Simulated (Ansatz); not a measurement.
The reference is C in the diamond structure (space group Fd-3m, No. 227; a = 3.560 Å). Axes: x, y, z lie along the cube axes.

Method: r2SCAN, PAW, 500 eV (Ansatz, a program for electronic structure; spin-orbit coupling left out), earlier PAW set.

A first run, uniaxial strain ε_xx = +0.79 %, gives secant values C11 ≈ 1100 GPa and C12 ≈ 110 GPa from its stress. A second run applies uniaxial stress, 3 GPa tension along x.

Problem. What does linear elasticity predict for Young's modulus in the second run, and what does the run give?

Solution. Linear elasticity: (C11 − C12)(C11 + 2 C12)/(C11 + C12) = 1100 GPa. The run gives 1100 GPa; any difference comes from nonlinear terms at these strains and numerical noise.

Stability under load was not tested beyond the relaxation.
